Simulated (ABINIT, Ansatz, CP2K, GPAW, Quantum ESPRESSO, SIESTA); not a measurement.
**PbO2 (P4_2/mnm, 6 atoms in the cell) computed with different codes at matched settings**

Self-consistent single point.

```xyz
6
Lattice="4.9600 0.0000 0.0000 0.0000 4.9600 0.0000 0.0000 0.0000 3.3900" Properties=species:S:1:pos:R:3 pbc="T T T"
Pb     0.0000     0.0000     0.0000
Pb     2.4800     2.4800     1.6950
O      1.5227     1.5227     0.0000
O      4.0027     0.9573     1.6950
O      0.9573     4.0027     1.6950
O      3.4373     3.4373     0.0000
```

All programs got the same cell, k-point mesh and kind of occupations (in Ansatz's words: kpoints.mp_grid.grid = 5 5 7; scf.occupations.method = gaussian; scf.occupations.width = 0.1 eV); potentials, basis and cutoffs are each program's usual ones.

| code | model | pressure (GPa) | largest force (eV/Å) | k-points | cutoff |
|---|---|---|---|---|---|
| GPAW | PBE, GPAW PAW datasets PBE (gpaw-data 1.0.1) | – | 0.014 | 24 | 950 eV |
| SIESTA | GGA PBE, numerical atomic orbitals TZP, PseudoDojo PBE standard norm-conserving potentials (rewritten from UPF to PSML) | 11.27 | 0.048 | 88 | grid 400 Ry |
| ABINIT | PBE, norm-conserving pseudopotentials (PseudoDojo nc-sr-05 PBE standard) | 8.17 | 0.024 | 24 | 42 Ha |
| CP2K | PBE, GPW, DZVP-MOLOPT-SR-GTH basis, GTH-PBE potentials (GTH_POTENTIALS) | 8.25 | 0.192 | 88 | grid 450 Ry |
| Quantum ESPRESSO | PBE, GBRV 1.5 ultrasoft (PBE) pseudopotentials | 8.14 | 0.029 | 24 | 40 Ry |
| Ansatz | PBE, default PAW files | 8.07 | 0.033 | 24 | default |

A dash marks a value that a program does not give, or that is left out as unsure.

The spread over the programs that give each value: pressure within 3.20 GPa; largest force within 0.178 eV/Å.

The starting cell has typed, rounded lattice constants, without a prior relaxation at this level. On Ansatz's run: Spin-orbit coupling is off. In the base run, with a pressure of about 9 GPa the cell is away from its equilibrium volume at this level. A gap is left out here, as mesh or smearing make it unsure.

Task: Why do the programs differ, and what cannot be compared?

Result: Differences of this kind can come from the potentials, where these differ, and from what each basis and cutoff leave unconverged. The valence holds different numbers of electrons (GPAW 52, SIESTA 52, ABINIT 52, CP2K 32, Quantum ESPRESSO 52, Ansatz (a first-principles code) 52). The zero of total energies and Fermi levels follows the potentials and each program's conventions, so they are not compared here. SIESTA and CP2K use small atom-centred bases, whose incompleteness enters pressures, forces and empty levels differently from a plane-wave cutoff. Ansatz's pressure is given at a fixed set of plane waves, as the other plane-wave codes print theirs; with its correction for the finite basis it is 8.66 GPa (the shift of 0.59 GPa shows how far the cutoff is from converged). The pressure of GPAW is left out: its cutoff lies under the one at which its stress was checked. The programs reduce the same mesh by symmetry to different extents, which changes the work and not the result. In the pressure, SIESTA (by 3.14) lies more than 1 GPa from the median of the plane-wave programs. In the force vectors, CP2K (by 0.218) lies more than 0.08 eV/Å from the median of the plane-wave programs.

Left out of this page: Elk and FLEUR (not drawn, or without a comparable value).

Keys are those of Ansatz 0.2.
